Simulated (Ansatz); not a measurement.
We consider Bi2S3 (model structure, started from the A-La2O3 type, P-3m1, No. 164, 5 atoms in the cell), described by PBEsol (Ansatz, a program for electronic structure, plane waves, PAW).

Numerical settings: plane-wave cutoff 500 eV, 12×12×6 k mesh (along the axes of the cell as run), Fermi–Dirac smearing 0.05 eV, scalar-relativistic PAW data made under PBE.

Cell (relaxed at this level):

```
Bi2S3
1.0
    3.99579     0.00000     0.00000
   -1.99789     3.46045     0.00000
    0.00000     0.00000     9.55591
Bi S
2 3
Cartesian
  0.00000   2.30697   1.84821
  1.99789   1.15348   7.70770
  0.00000   0.00000   0.00000
  0.00000   2.30697   6.26902
  1.99789   1.15348   3.28689
```

Q: What does this level give for the band gap?

A: 
- band gap = 0.77 eV (on the SCF k mesh)

Note: the relaxation could raise the start's symmetry but not lower it, so the cell can be a saddle point.

Spin–orbit coupling is not included; with these elements it can move the gap by several tenths of an eV or more.

The computed numbers hold no vibrational or temperature effects.

A model structure was made by putting elements into a prototype or built by hand; it is no filed structure, need not be a known phase, and can be a saddle point held by its symmetry.
